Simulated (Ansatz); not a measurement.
Results of LDA in Ansatz (PAW) for fluorite NiSi₂.

Settings: plane-wave cutoff 500 eV, 12×12×12 k mesh, Fermi–Dirac smearing 0.05 eV, no spin polarisation, scalar-relativistic PAW data made under PBE.

Computed at the level's own relaxed cell.

Q: Predict the volume per atom and lattice constant a.

A: 
* **volume per atom**: 12.75 Å³/atom
* **lattice constant a**: 5.348 Å

Measured, for comparison: equilibrium volume per atom 13.17 Å³/atom, lattice constant a 5.406 Å (temperature not stated, no zero-point or thermal correction; as tabulated in Wikipedia's data pages). Computed (rounded) less measured: equilibrium volume per atom -3.2 %, lattice constant a -1.1 %. A static lattice is as a rule a little smaller and stiffer than an uncorrected measurement, which narrows the difference in the lattice constant a and would widen misses of the other sign.

The computed numbers hold no vibrational or temperature effects.

It cost very roughly 30 core-seconds of CPU time.

Ansatz is an electronic-structure program.
